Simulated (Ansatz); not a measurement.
The starting structures come from a database of crystals and need not be the phases stable at ambient conditions.

Inside the gap of an insulator the Bloch states are evanescent, with a wavenumber k + iκ along the transport direction.

Input:

```
Sr3Zr2O7
1.0
    4.19130     0.00000     0.00000
    0.00000    21.14639     0.00000
    2.09565    10.57320     2.09565
Sr Zr O
3 2 7
Direct
  0.00000   0.50000   0.00000
  0.00000   0.31360   0.00000
  0.00000   0.68640   0.00000
  0.00000   0.10040   0.00000
  0.00000   0.89960   0.00000
  0.50000   0.09843   0.00000
  0.50000   0.90157   0.00000
  0.50000   0.59843   0.00000
  0.50000   0.40157   0.00000
  0.00000   0.19984   0.00000
  0.00000   0.80016   0.00000
  0.00000   0.00000   0.00000
```

Space group of this cell: I4/mmm. The cell is taken as given; by PBEsol its mean pressure is -6.5 GPa.

Transport runs along the normal of the first two printed cell vectors, the (100) plane of the conventional cell.

The gap is the functional's own. No spin-orbit coupling. Mid-gap values are interpolated on the energy grid.

Task: Predict the band gap and the smallest decay constant κ at mid-gap from Ansatz (a quantum-chemistry and plane-wave program) with PBEsol.

Result: Gap 3.08 eV on a 14×14×14 mesh; κ = 0.281 1/Å, at the zone centre.
